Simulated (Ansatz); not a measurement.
Consider interstitial H in crystalline InGaZnO4 (ordered Ga and Zn layers), charge state +1. The step: several atoms move together, H the farthest; the atom moves 1.08 Å along (-0.32, 0.00, 0.00) of the unit cell; the moving atom starts with neighbours O at 0.98 Å and ends with O at 0.98 Å. DFT values are from Ansatz (plane-wave PAW, 420 eV unless said) in a cell of 189 host sites, spin-restricted, static, with no finite-size correction. The charge state is imposed; whether it is stable for some Fermi level was not computed. Sites that were not tried may lie lower. For the PBE band: the saddle point's order was not checked.

| Level | Forward barrier (eV) | Cost of the band or of the saddle's single point |
|---|---|---|
| PBE, one k-point at (0.167, 0.250, 0.250), band relaxed | 0.61 | about 5 core-hours (a rough figure) |
| PBE, a 2×2×2 k-point mesh shifted by half a step along c, same geometries | 0.59 | roughly 50 core-minutes |
| r2SCAN at 500 eV, one k-point at (0.167, 0.250, 0.250), same geometries | … | very roughly 20 core-minutes |

Question: What belongs in the gaps?

Answer: 
- r2SCAN at 500 eV, one k-point at (0.167, 0.250, 0.250), same geometries, Forward barrier (eV): 0.71

Ansatz is an electronic-structure program.
